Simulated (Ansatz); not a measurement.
Density of states of BeTe (F-43m) below the valence band maximum, PBEsol with spin-orbit coupling, rigid bands in Ansatz (a first-principles code); cell volume 44.0 Å³.

(energy from edge (eV), 10⁻³ states/eV/cell): (0.006, 10.8); (0.031, 26.1); (0.056, 36.6); (0.081, 46.2); (0.106, 55.4); (0.131, 64.4); (0.156, 73.6); (0.181, 83.3); (0.206, 92.6); (0.231, 103); (0.256, 113); (0.281, 124); (0.319, 141); (0.344, 152); (0.369, 164); (0.394, 177); (0.419, 189); (0.444, 201); (0.469, 214); (0.494, 227); (0.519, 240); (0.544, 253); (0.569, 267); (0.594, 281)

**Question.** What effective density of states at 300 K does this give (∫ g(E) exp(−E/k_BT) dE, both spins, divided by the cell's size)?

**Answer.** 1.3e19 cm⁻³, a density-of-states mass of 0.63 mₑ, valleys and band degeneracy included.

Geometry: cell and atoms relaxed with PBEsol.
